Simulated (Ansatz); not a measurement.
Start from PbO (space group P4/nmm, No. 129; a = 4.0342 Å, c = 4.9937 Å; layered, stacked along the Cartesian z axis). Axes: x, y, z lie along a, b, c of the conventional cell.

All numbers come from PBE-D3(BJ), PAW, 420 eV (Ansatz, a quantum-chemistry and plane-wave program; no SOC).

Before the change:

The shortest interatomic distance is 234.1 pm.

One thing is altered: uniaxial strain ε_zz = −2.40 %, all other strain components held at zero, atoms relaxed at fixed cell.

Task: Estimate the effect on the energy relative to the base.

Result: The energy increases by 0.8 meV/atom.

Task: What happens to the largest internal atomic displacement?

Result: The largest internal atomic displacement comes out as 0.025 Å.

Task: Estimate the effect on the shortest interatomic distance.

Result: The shortest interatomic distance hardly moves (234.1 pm against 233.9 pm).

Task: Predict the new stress.

Result: The stress (xx, yy, zz, yz, xz, xy; compression positive) amounts to (0.43, 0.43, 0.57, 0.00, 0.00, 0.00) GPa.

Stability against distortions was not tested. The D3 term's C6 switches between coordination references near this geometry, which can add small steps to energies.
